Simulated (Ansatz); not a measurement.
# Ge well of 16 atomic layers along [001] in random Si0.3Ge0.7, interfaces sharp

Prepared with Tersoff's 1989 multicomponent potential (SiCGe.tersoff) run with LAMMPS: minimisation. Geometry as solved with PBE, support functions at accuracy medium on the grid of 370 eV run with Ansatz (a first-principles code).

```xyz
720
Lattice="17.02 0.00 0.00 0.00 17.02 0.00 0.00 0.00 57.46" Properties=species:S:1:pos:R:3 pbc="T T T"
Si    -0.01    -0.01    -0.01
Ge     1.40     1.38     1.40
Ge     2.84     2.83    -0.01
Ge     4.28     4.23     1.45
Ge     2.82    -0.05     2.88
Ge     4.28     1.43     4.25
Ge    -0.03     2.83     2.82
Ge     1.39     4.26     4.26
Si     0.02    -0.03     5.65
Ge     1.35     1.43     7.10
Ge     2.82     2.83     5.69
Ge     4.26     4.23     7.13
Ge     2.84     0.05     8.55
Si     4.29     1.42     9.96
Si    -0.04     2.89     8.50
Ge     1.37     4.26     9.94
Ge    -0.02     0.01    11.36
Ge     1.44     1.41    12.80
Ge     2.86     2.83    11.33
Ge     4.26     4.32    12.77
Ge     2.84    -0.06    14.24
Ge     4.26     1.41    15.65
Ge     0.01     2.84    14.23
Ge     1.44     4.29    15.64
Ge     0.02    -0.02    17.08
Ge     1.42     1.42    18.54
Ge     2.84     2.85    17.10
Ge     4.26     4.25    18.56
Ge     2.83     0.01    20.00
Ge     4.25     1.42    21.46
Ge     0.00     2.84    20.00
Ge     1.42     4.25    21.47
Ge     0.00     0.00    22.91
Ge     1.42     1.41    24.37
Ge     2.84     2.84    22.92
Ge     4.26     4.26    24.37
Ge     2.84     0.00    25.83
Ge     4.25     1.42    27.29
Ge     0.00     2.83    25.83
Ge     1.42     4.25    27.29
Ge     0.00     0.00    28.75
Ge     1.42     1.42    30.20
Ge     2.84     2.84    28.75
Ge     4.26     4.25    30.20
Ge     2.84     0.00    31.66
Ge     4.25     1.42    33.12
Ge     0.00     2.84    31.66
Ge     1.42     4.26    33.12
Ge     0.00     0.00    34.58
Ge     1.42     1.42    36.04
Ge     2.84     2.84    34.58
Ge     4.25     4.25    36.05
Ge     2.84    -0.01    37.48
Ge     4.27     1.39    38.95
Ge    -0.01     2.84    37.49
Ge     1.39     4.28    38.94
Ge    -0.04    -0.02    40.38
Ge     1.40     1.41    41.81
Ge     2.83     2.84    40.36
Ge     4.27     4.25    41.80
Ge     2.86    -0.01    43.22
Ge     4.31     1.40    44.65
Ge    -0.05     2.80    43.26
Ge     1.38     4.28    44.64
Si    -0.07     0.02    46.05
Ge     1.39     1.40    47.45
Ge     2.85     2.84    46.05
Ge     4.32     4.26    47.47
Ge     2.86     0.01    48.88
Ge     4.29     1.46    50.32
Ge     0.01     2.87    48.90
Si     1.46     4.22    50.32
Ge    -0.01     0.00    51.73
Ge     1.44     1.44    53.13
Si     2.83     2.85    51.70
Ge     4.24     4.24    53.12
Ge     2.84    -0.01    54.59
Ge     4.27     1.42    56.01
Ge     0.00     2.82    54.61
Ge     1.41     4.26    56.03
Ge    -0.05     5.65     0.02
Ge     1.40     7.09     1.42
Ge     2.83     8.51    -0.02
Ge     4.26     9.94     1.42
Ge     2.84     5.68     2.85
Ge     4.24     7.13     4.28
Ge    -0.01     8.50     2.90
Si     1.42     9.92     4.27
Ge    -0.06     5.67     5.70
Ge     1.44     7.12     7.07
Si     2.81     8.55     5.64
Ge     4.23     9.90     7.08
Ge     2.85     5.70     8.56
Si     4.27     7.05    10.00
Ge     0.00     8.51     8.52
Ge     1.43     9.91     9.96
Si     0.02     5.69    11.41
Si     1.39     7.06    12.82
Ge     2.84     8.44    11.40
Ge     4.28     9.93    12.78
Si     2.81     5.69    14.18
Ge     4.23     7.07    15.61
Si     0.00     8.43    14.22
Ge     1.38     9.87    15.63
Ge    -0.02     5.71    17.06
Ge     1.41     7.09    18.54
Ge     2.84     8.50    17.09
Ge     4.25     9.93    18.54
Ge     2.83     5.67    20.01
Ge     4.25     7.09    21.46
Ge     0.00     8.51    20.01
Ge     1.42     9.93    21.46
Ge     0.00     5.67    22.92
Ge     1.42     7.09    24.38
Ge     2.84     8.51    22.92
Ge     4.25     9.93    24.38
Ge     2.84     5.67    25.83
Ge     4.26     7.09    27.29
Ge     0.00     8.51    25.83
Ge     1.42     9.93    27.29
Ge     0.00     5.67    28.74
Ge     1.42     7.09    30.20
Ge     2.84     8.51    28.75
Ge     4.26     9.93    30.21
Ge     2.84     5.67    31.66
Ge     4.25     7.09    33.12
Ge     0.00     8.51    31.66
Ge     1.42     9.93    33.12
Ge     0.00     5.67    34.57
Ge     1.41     7.10    36.03
Ge     2.84     8.51    34.57
Ge     4.26     9.93    36.02
Ge     2.83     5.69    37.49
Ge     4.24     7.12    38.95
Ge     0.00     8.50    37.51
Ge     1.45     9.91    38.96
Si    -0.01     5.68    40.37
Ge     1.41     7.10    41.74
Si     2.85     8.52    40.37
Si     4.22     9.89    41.75
Ge     2.83     5.68    43.20
Ge     4.31     7.06    44.64
Ge    -0.06     8.49    43.20
Ge     1.42     9.92    44.60
Si    -0.04     5.69    46.01
Ge     1.39     7.04    47.44
Ge     2.85     8.49    46.05
Ge     4.31     9.91    47.48
Ge     2.84     5.65    48.91
Ge     4.26     7.14    50.30
Ge     0.00     8.50    48.89
Ge     1.43     9.91    50.34
Ge     0.04     5.63    51.72
Ge     1.46     7.12    53.13
Si     2.86     8.53    51.72
Ge     4.26     9.92    53.13
Ge     2.85     5.67    54.59
Ge     4.29     7.08    56.03
Ge     0.01     8.52    54.57
Ge     1.40     9.96    56.03
Ge    -0.02    11.42     0.01
Si     1.37    12.80     1.46
Ge     2.80    14.16     0.03
Ge     4.28    15.56     1.45
Ge     2.78    11.36     2.85
Ge     4.23    12.83     4.25
Si     0.03    14.19     2.88
Si     1.40    15.58     4.29
Ge     0.02    11.36     5.63
Ge     1.45    12.80     7.07
Si     2.81    14.23     5.66
Ge     4.23    15.61     7.09
Ge     2.85    11.35     8.53
Ge     4.30    12.74     9.98
Ge     0.00    14.19     8.53
Ge     1.45    15.61     9.97
Ge     0.00    11.35    11.39
Ge     1.43    12.78    12.82
Ge     2.89    14.20    11.42
Si     4.28    15.59    12.84
Ge     2.84    11.32    14.23
Ge     4.27    12.80    15.63
Ge     0.01    14.22    14.26
Si     1.42    15.61    15.67
Ge    -0.01    11.33    17.09
Ge     1.42    12.76    18.53
Ge     2.82    14.21    17.07
Ge     4.24    15.60    18.55
Ge     2.84    11.35    20.00
Ge     4.26    12.76    21.45
Ge    -0.01    14.17    19.98
Ge     1.41    15.60    21.45
Ge     0.00    11.35    22.91
Ge     1.42    12.77    24.37
Ge     2.84    14.18    22.90
Ge     4.25    15.60    24.37
Ge     2.83    11.35    25.83
Ge     4.25    12.76    27.29
Ge     0.00    14.19    25.83
Ge     1.42    15.60    27.29
Ge     0.00    11.35    28.75
Ge     1.42    12.77    30.20
Ge     2.84    14.18    28.75
Ge     4.25    15.60    30.20
Ge     2.84    11.35    31.66
Ge     4.26    12.76    33.11
Ge     0.00    14.18    31.66
Ge     1.42    15.60    33.12
Ge     0.00    11.34    34.58
Ge     1.42    12.76    36.03
Ge     2.84    14.18    34.57
Ge     4.25    15.59    36.03
Ge     2.84    11.34    37.48
Ge     4.26    12.75    38.93
Ge     0.00    14.17    37.48
Ge     1.42    15.59    38.93
Ge     0.00    11.33    40.41
Si     1.41    12.76    41.79
Ge     2.83    14.15    40.39
Ge     4.31    15.59    41.80
Ge     2.85    11.34    43.15
Ge     4.27    12.80    44.59
Ge    -0.02    14.16    43.18
Ge     1.36    15.64    44.64
Ge    -0.02    11.37    46.00
Ge     1.40    12.77    47.47
Ge     2.83    14.21    46.05
Ge     4.32    15.63    47.44
Ge     2.85    11.33    48.89
Ge     4.29    12.77    50.29
Ge    -0.07    14.20    48.87
Ge     1.41    15.60    50.29
Ge    -0.04    11.39    51.70
Ge     1.41    12.78    53.17
Ge     2.85    14.19    51.72
Ge     4.29    15.63    53.13
Ge     2.84    11.34    54.58
Ge     4.26    12.77    56.02
Ge    -0.05    14.16    54.62
Ge     1.38    15.61    56.05
Ge     5.68    -0.01     0.00
Ge     7.10     1.43     1.44
Ge     8.56     2.81    -0.04
Ge     9.96     4.27     1.42
Ge     8.56     0.02     2.87
Si     9.96     1.45     4.24
Si     5.68     2.83     2.83
Ge     7.09     4.25     4.21
Ge     5.71     0.01     5.71
Si     7.11     1.42     7.11
Ge     8.51     2.80     5.66
Ge     9.91     4.22     7.13
Ge     8.52     0.03     8.53
Si     9.92     1.42     9.96
Ge     5.72     2.82     8.56
Si     7.07     4.28     9.99
Ge     5.64     0.01    11.42
Si     7.08     1.43    12.78
Ge     8.47     2.81    11.35
Ge     9.92     4.25    12.77
Ge     8.47     0.02    14.20
Ge     9.94     1.42    15.64
Ge     5.68     2.83    14.19
Ge     7.09     4.25    15.66
Ge     5.68    -0.01    17.10
Ge     7.10     1.41    18.55
Ge     8.52     2.83    17.10
Ge     9.94     4.25    18.55
Ge     8.51    -0.01    20.00
Ge     9.93     1.41    21.46
Ge     5.68     2.83    20.01
Ge     7.10     4.25    21.46
Ge     5.67     0.00    22.92
Ge     7.09     1.42    24.37
Ge     8.51     2.83    22.92
Ge     9.93     4.26    24.37
Ge     8.51     0.00    25.83
Ge     9.93     1.42    27.29
Ge     5.67     2.84    25.83
Ge     7.09     4.25    27.29
Ge     5.67     0.00    28.74
Ge     7.09     1.42    30.20
Ge     8.51     2.84    28.75
Ge     9.93     4.25    30.20
Ge     8.51     0.00    31.66
Ge     9.93     1.42    33.12
Ge     5.67     2.84    31.66
Ge     7.09     4.25    33.12
Ge     5.67     0.00    34.57
Ge     7.09     1.42    36.02
Ge     8.51     2.84    34.58
Ge     9.94     4.26    36.03
Ge     8.50     0.01    37.49
Ge     9.91     1.45    38.95
Ge     5.68     2.82    37.49
Ge     7.12     4.23    38.95
Si     5.67     0.00    40.37
Ge     7.10     1.41    41.76
Si     8.51     2.83    40.37
Ge     9.88     4.26    41.80
Ge     8.48    -0.03    43.25
Ge     9.89     1.46    44.66
Ge     5.73     2.87    43.25
Si     7.13     4.30    44.66
Si     5.73    -0.02    46.03
Ge     7.09     1.45    47.44
Si     8.48     2.89    46.03
Ge     9.95     4.23    47.44
Ge     8.53     0.04    48.91
Si     9.99     1.43    50.27
Si     5.69     2.83    48.87
Ge     7.10     4.24    50.25
Si     5.68     0.02    51.73
Ge     7.12     1.38    53.13
Ge     8.55     2.81    51.68
Ge     9.93     4.24    53.16
Ge     8.57    -0.01    54.60
Si     9.97     1.38    56.04
Ge     5.70     2.83    54.56
Ge     7.12     4.26    56.01
Ge     5.72     5.67     0.03
Si     7.13     7.06     1.43
Ge     8.52     8.46     0.00
Ge     9.89     9.96     1.42
Si     8.50     5.66     2.80
Ge     9.90     7.06     4.24
Ge     5.72     8.49     2.82
Ge     7.12     9.97     4.23
Ge     5.67     5.67     5.69
Ge     7.09     7.09     7.14
Ge     8.51     8.52     5.69
Ge     9.98     9.89     7.14
Ge     8.52     5.67     8.60
Si     9.94     7.11     9.95
Ge     5.62     8.48     8.57
Ge     7.06     9.93     9.98
Si     5.70     5.69    11.35
Si     7.08     7.06    12.75
Ge     8.51     8.48    11.37
Ge     9.94     9.95    12.78
Ge     8.48     5.68    14.19
Ge     9.91     7.10    15.65
Ge     5.72     8.48    14.18
Ge     7.11     9.93    15.65
Ge     5.66     5.67    17.09
Ge     7.08     7.09    18.55
Ge     8.51     8.51    17.12
Ge     9.93     9.94    18.55
Ge     8.51     5.67    20.00
Ge     9.93     7.10    21.44
Ge     5.67     8.51    20.00
Ge     7.09     9.93    21.46
Ge     5.67     5.67    22.91
Ge     7.09     7.09    24.37
Ge     8.51     8.51    22.91
Ge     9.93     9.93    24.37
Ge     8.51     5.67    25.83
Ge     9.93     7.09    27.29
Ge     5.68     8.51    25.83
Ge     7.09     9.93    27.29
Ge     5.67     5.67    28.75
Ge     7.09     7.09    30.21
Ge     8.51     8.51    28.75
Ge     9.93     9.93    30.20
Ge     8.51     5.67    31.66
Ge     9.93     7.09    33.12
Ge     5.67     8.51    31.67
Ge     7.10     9.93    33.12
Ge     5.67     5.67    34.58
Ge     7.09     7.08    36.04
Ge     8.51     8.50    34.58
Ge     9.94     9.93    36.03
Ge     8.51     5.67    37.49
Ge     9.92     7.12    38.94
Ge     5.67     8.51    37.49
Ge     7.11     9.90    38.96
Ge     5.69     5.68    40.36
Ge     7.15     7.10    41.80
Si     8.52     8.51    40.37
Ge     9.90     9.96    41.76
Si     8.48     5.65    43.24
Ge     9.93     7.01    44.63
Ge     5.66     8.54    43.18
Ge     7.13     9.96    44.60
Si     5.74     5.67    46.06
Si     7.06     7.09    47.46
Ge     8.50     8.47    46.06
Ge     9.96     9.93    47.46
Ge     8.52     5.72    48.85
Si     9.91     7.14    50.28
Si     5.70     8.47    48.86
Ge     7.11     9.87    50.27
Ge     5.69     5.68    51.71
Ge     7.16     7.12    53.12
Si     8.56     8.50    51.68
Ge     9.93     9.92    53.12
Ge     8.56     5.71    54.61
Si     9.96     7.07    56.06
Ge     5.69     8.51    54.57
Ge     7.10     9.93    56.02
Ge     5.72    11.39     0.02
Si     7.10    12.78     1.48
Ge     8.51    14.16     0.03
Ge     9.98    15.63     1.41
Si     8.50    11.39     2.82
Ge     9.91    12.79     4.23
Si     5.71    14.16     2.84
Ge     7.11    15.57     4.27
Ge     5.66    11.36     5.67
Ge     7.13    12.78     7.08
Si     8.53    14.18     5.66
Ge     9.92    15.60     7.07
Ge     8.52    11.33     8.54
Ge     9.93    12.77     9.99
Ge     5.69    14.19     8.53
Ge     7.11    15.61     9.99
Si     5.69    11.35    11.39
Ge     7.07    12.80    12.78
Si     8.52    14.19    11.38
Ge     9.93    15.56    12.82
Ge     8.54    11.40    14.24
Si     9.97    12.80    15.64
Si     5.65    14.20    14.20
Ge     7.06    15.58    15.63
Ge     5.67    11.36    17.09
Ge     7.11    12.76    18.53
Ge     8.54    14.16    17.06
Ge     9.92    15.59    18.54
Ge     8.51    11.35    20.01
Ge     9.93    12.77    21.47
Ge     5.68    14.18    19.99
Ge     7.09    15.60    21.45
Ge     5.67    11.35    22.92
Ge     7.09    12.76    24.38
Ge     8.51    14.18    22.92
Ge     9.93    15.60    24.37
Ge     8.51    11.35    25.83
Ge     9.93    12.76    27.29
Ge     5.67    14.18    25.83
Ge     7.09    15.60    27.29
Ge     5.67    11.34    28.75
Ge     7.09    12.76    30.20
Ge     8.51    14.18    28.74
Ge     9.93    15.60    30.20
Ge     8.51    11.35    31.66
Ge     9.93    12.77    33.12
Ge     5.67    14.18    31.66
Ge     7.09    15.60    33.12
Ge     5.68    11.35    34.58
Ge     7.10    12.76    36.05
Ge     8.51    14.18    34.58
Ge     9.92    15.60    36.04
Ge     8.52    11.33    37.50
Ge     9.95    12.74    38.95
Ge     5.67    14.19    37.49
Ge     7.07    15.62    38.96
Ge     5.66    11.31    40.40
Ge     7.08    12.76    41.86
Ge     8.51    14.17    40.38
Ge     9.95    15.58    41.83
Si     8.53    11.36    43.21
Ge     9.92    12.77    44.64
Si     5.71    14.22    43.25
Si     7.08    15.58    44.66
Ge     5.72    11.39    46.06
Si     7.14    12.80    47.44
Si     8.48    14.19    46.03
Ge     9.89    15.59    47.45
Ge     8.51    11.38    48.86
Ge     9.91    12.77    50.39
Ge     5.74    14.19    48.87
Ge     7.12    15.62    50.37
Ge     5.73    11.35    51.73
Si     7.12    12.79    53.14
Si     8.51    14.20    51.80
Si     9.91    15.60    53.13
Ge     8.49    11.36    54.55
Ge     9.93    12.77    56.00
Ge     5.71    14.17    54.55
Ge     7.12    15.59    56.02
Si    11.35     0.05    -0.01
Si    12.70     1.42     1.42
Ge    14.15     2.83     0.05
Si    15.58     4.24     1.43
Ge    14.15     0.01     2.80
Ge    15.60     1.38     4.29
Si    11.34     2.80     2.83
Ge    12.76     4.20     4.25
Ge    11.36     0.04     5.66
Si    12.75     1.41     7.11
Ge    14.19     2.82     5.75
Si    15.58     4.26     7.15
Ge    14.18     0.03     8.50
Ge    15.61     1.47     9.92
Ge    11.34     2.78     8.54
Ge    12.78     4.26     9.93
Ge    11.33     0.03    11.38
Si    12.75     1.42    12.79
Ge    14.17     2.84    11.41
Ge    15.61     4.31    12.82
Ge    14.10    -0.01    14.22
Ge    15.59     1.40    15.65
Ge    11.38     2.84    14.20
Ge    12.81     4.28    15.64
Ge    11.36    -0.04    17.07
Ge    12.76     1.40    18.53
Ge    14.19     2.84    17.10
Ge    15.61     4.27    18.54
Ge    14.19     0.00    20.00
Ge    15.60     1.42    21.45
Ge    11.35     2.82    20.00
Ge    12.77     4.25    21.45
Ge    11.35     0.00    22.92
Ge    12.77     1.42    24.38
Ge    14.18     2.84    22.92
Ge    15.60     4.25    24.38
Ge    14.18     0.00    25.83
Ge    15.60     1.42    27.29
Ge    11.35     2.84    25.83
Ge    12.76     4.26    27.29
Ge    11.35     0.00    28.75
Ge    12.77     1.42    30.21
Ge    14.18     2.84    28.75
Ge    15.60     4.26    30.20
Ge    14.18     0.00    31.67
Ge    15.60     1.42    33.12
Ge    11.35     2.84    31.66
Ge    12.77     4.26    33.11
Ge    11.34     0.00    34.57
Ge    12.76     1.42    36.02
Ge    14.18     2.85    34.58
Ge    15.60     4.26    36.04
Ge    14.18     0.02    37.47
Ge    15.57     1.44    38.95
Ge    11.35     2.84    37.48
Ge    12.77     4.24    38.94
Ge    11.35     0.02    40.38
Ge    12.81     1.47    41.78
Si    14.19     2.86    40.35
Ge    15.60     4.26    41.77
Ge    14.23     0.00    43.21
Si    15.56     1.41    44.69
Ge    11.36     2.88    43.25
Si    12.78     4.25    44.68
Ge    11.35     0.03    46.07
Si    12.76     1.46    47.45
Si    14.14     2.81    46.03
Ge    15.58     4.25    47.40
Ge    14.17     0.01    48.81
Ge    15.58     1.42    50.29
Si    11.34     2.79    48.85
Ge    12.71     4.21    50.27
Ge    11.33     0.01    51.74
Si    12.73     1.40    53.17
Ge    14.12     2.80    51.75
Ge    15.59     4.23    53.16
Ge    14.15     0.02    54.56
Ge    15.59     1.39    56.06
Ge    11.35     2.79    54.60
Ge    12.73     4.26    56.05
Si    11.33     5.68    -0.02
Ge    12.74     7.08     1.38
Ge    14.16     8.54    -0.04
Ge    15.60     9.94     1.43
Ge    14.20     5.67     2.83
Si    15.58     7.08     4.27
Ge    11.33     8.52     2.83
Ge    12.78     9.93     4.27
Ge    11.34     5.65     5.70
Ge    12.77     7.06     7.17
Ge    14.19     8.47     5.68
Ge    15.60     9.95     7.09
Si    14.21     5.63     8.53
Ge    15.61     7.03     9.95
Si    11.34     8.47     8.57
Ge    12.71     9.92     9.96
Ge    11.34     5.70    11.35
Ge    12.79     7.06    12.83
Ge    14.19     8.50    11.37
Ge    15.64     9.88    12.83
Si    14.23     5.71    14.26
Si    15.61     7.10    15.61
Ge    11.35     8.52    14.23
Ge    12.77     9.94    15.68
Ge    11.35     5.67    17.09
Ge    12.78     7.09    18.53
Ge    14.22     8.49    17.07
Ge    15.60     9.91    18.55
Ge    14.19     5.67    20.00
Ge    15.60     7.09    21.46
Ge    11.36     8.52    19.99
Ge    12.77     9.93    21.46
Ge    11.35     5.67    22.90
Ge    12.76     7.09    24.37
Ge    14.18     8.51    22.92
Ge    15.60     9.93    24.37
Ge    14.18     5.67    25.83
Ge    15.60     7.09    27.29
Ge    11.35     8.51    25.83
Ge    12.76     9.93    27.29
Ge    11.35     5.67    28.75
Ge    12.76     7.09    30.20
Ge    14.18     8.51    28.75
Ge    15.60     9.93    30.20
Ge    14.18     5.68    31.66
Ge    15.60     7.09    33.12
Ge    11.35     8.51    31.66
Ge    12.77     9.93    33.12
Ge    11.35     5.68    34.58
Ge    12.77     7.10    36.04
Ge    14.19     8.51    34.58
Ge    15.60     9.93    36.05
Ge    14.19     5.69    37.50
Ge    15.60     7.10    38.99
Ge    11.36     8.53    37.50
Ge    12.78     9.93    38.99
Ge    11.34     5.69    40.37
Ge    12.80     7.12    41.80
Si    14.21     8.54    40.40
Si    15.57     9.91    41.78
Ge    14.18     5.66    43.27
Si    15.61     7.07    44.65
Ge    11.32     8.52    43.21
Ge    12.74     9.95    44.64
Si    11.37     5.62    46.03
Ge    12.69     7.08    47.47
Ge    14.17     8.48    46.04
Ge    15.59     9.93    47.47
Ge    14.15     5.65    48.86
Ge    15.59     7.06    50.31
Si    11.31     8.50    48.90
Ge    12.70     9.92    50.31
Ge    11.30     5.70    51.68
Ge    12.73     7.08    53.17
Ge    14.16     8.51    51.74
Ge    15.58     9.95    53.16
Ge    14.16     5.66    54.59
Ge    15.59     7.10    56.01
Ge    11.33     8.51    54.64
Si    12.75     9.94    56.02
Ge    11.36    11.34    -0.04
Ge    12.75    12.79     1.43
Ge    14.20    14.19    -0.02
Ge    15.66    15.60     1.42
Ge    14.21    11.39     2.86
Si    15.65    12.80     4.23
Si    11.34    14.19     2.82
Ge    12.75    15.57     4.23
Ge    11.36    11.38     5.70
Si    12.77    12.78     7.09
Ge    14.21    14.14     5.67
Ge    15.62    15.62     7.07
Ge    14.13    11.36     8.51
Ge    15.56    12.78     9.97
Ge    11.37    14.18     8.50
Ge    12.79    15.60     9.96
Si    11.34    11.36    11.38
Ge    12.73    12.78    12.79
Si    14.16    14.18    11.38
Ge    15.56    15.59    12.79
Ge    14.19    11.35    14.22
Ge    15.59    12.78    15.67
Si    11.34    14.18    14.26
Si    12.72    15.57    15.63
Ge    11.32    11.38    17.08
Ge    12.75    12.78    18.55
Ge    14.14    14.21    17.07
Ge    15.59    15.60    18.53
Ge    14.18    11.35    19.99
Ge    15.60    12.76    21.45
Ge    11.34    14.19    20.01
Ge    12.77    15.61    21.46
Ge    11.35    11.35    22.92
Ge    12.77    12.77    24.37
Ge    14.18    14.18    22.91
Ge    15.60    15.60    24.37
Ge    14.18    11.35    25.83
Ge    15.60    12.77    27.29
Ge    11.35    14.18    25.83
Ge    12.76    15.60    27.29
Ge    11.35    11.35    28.74
Ge    12.76    12.76    30.20
Ge    14.18    14.18    28.75
Ge    15.60    15.60    30.21
Ge    14.18    11.35    31.66
Ge    15.60    12.76    33.12
Ge    11.35    14.18    31.66
Ge    12.76    15.60    33.12
Ge    11.35    11.35    34.57
Ge    12.77    12.76    36.03
Ge    14.18    14.18    34.58
Ge    15.60    15.60    36.03
Ge    14.18    11.34    37.50
Ge    15.61    12.76    38.95
Ge    11.35    14.18    37.49
Ge    12.76    15.62    38.92
Si    11.35    11.34    40.37
Ge    12.72    12.77    41.79
Ge    14.18    14.21    40.39
Si    15.60    15.59    41.79
Ge    14.20    11.35    43.20
Si    15.60    12.76    44.60
Si    11.34    14.16    43.23
Ge    12.75    15.59    44.59
Si    11.34    11.35    46.05
Ge    12.75    12.75    47.44
Ge    14.21    14.18    46.02
Si    15.60    15.63    47.41
Ge    14.17    11.36    48.91
Si    15.56    12.80    50.31
Ge    11.32    14.17    48.90
Ge    12.79    15.59    50.31
Si    11.33    11.34    51.75
Ge    12.76    12.77    53.12
Si    14.19    14.16    51.70
Ge    15.56    15.57    53.14
Ge    14.16    11.36    54.63
Si    15.57    12.76    56.03
Ge    11.32    14.23    54.55
Ge    12.74    15.65    56.04
```
